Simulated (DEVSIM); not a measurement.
Schottky contact on n-type GaAs

Device: Schottky contact on n-type GaAs, at 400 K.

| layer (left to right) | material | thickness (μm) | Nd (cm⁻³) | τn (s) | τp (s) |
|---|---|---|---|---|---|
| 1 | GaAs | 0.320 | 2.8e16 | 3.6e-9 | 1.1e-9 |

Left contact: Schottky, work function 5.06 eV, emission velocity 1.9e6 cm/s. Right contact: ohmic. Voltage is applied to the left contact. Recombination: SRH at mid-gap, Auger. Mobility is μmin + (μ − μmin)/(1 + (N/Nref)^α).

This is a model device: material constants are rounded textbook-type values typed into the input, and sizes, dopings and lifetimes were drawn at random. Values at 300 K; Nc and Nv go as T^1.5, mobilities as T to minus their exponent, the gap by Varshni's rule with the affinity fixed.

```
parameter             GaAs
----------------  --------
gap (eV)             1.424
affinity (eV)         4.07
permittivity          12.9
Nc (cm⁻³)           4.7e17
Nv (cm⁻³)             9e18
μn (cm²/Vs)           8500
μp (cm²/Vs)            400
μn,min                 500
μp,min                  20
Nref,n                6e16
Nref,p              1.5e17
αn                    0.39
αp                    0.38
T exponent of μn       2.1
T exponent of μp       2.2
Cn (cm⁶/s)           1e-30
Cp (cm⁶/s)           1e-30
Varshni α (eV/K)  0.000541
Varshni β (K)          204
```

Model (solved in DEVSIM): 1D drift-diffusion, Boltzmann statistics, complete ionisation; no tunnelling, impact ionisation, image-force lowering or self-heating. Metal contacts follow the ideal Schottky-Mott rule: no Fermi-level pinning, no interface dipoles.

```json
{
  "potential_step_across_the_device_at_zero_bias": "0.878 V",
  "largest_field_in_the_device_at_zero_bias": "81000 V/cm",
  "Dark forward voltage at 1 A/cm²": "0.566 V",
  "Dark forward voltage at 100 A/cm²": "0.726 V"
}
```

Small-signal capacitance in reverse bias (quasi-static):

```csv
V (V),C (nF/cm²)
-0.04,53.8
-0.1,52.1
-0.2,49.6
-0.3,47.4
-0.4,45.5
-0.6,42.3
-0.8,40.0
-1,38.3
-1.3,36.9
-1.6,36.3
-2,35.9
```

Dark forward current:

| V (V) | J (A/cm²) |
|---|---|
| 0.05 | 8.2e-7 |
| 0.10 | 3.0e-6 |
| 0.15 | 9.8e-6 |
| 0.20 | 3.4e-5 |
| 0.25 | 0.00012 |
| 0.30 | 0.00049 |
| 0.35 | 0.0020 |
| 0.40 | 0.0082 |
| 0.45 | 0.035 |
| 0.50 | 0.15 |
| 0.55 | 0.62 |
| 0.60 | 2.6 |
| 0.65 | 11 |
| 0.70 | 48 |
| 0.75 | 200 |
| 0.80 | 810 |
| 0.85 | 3000 |
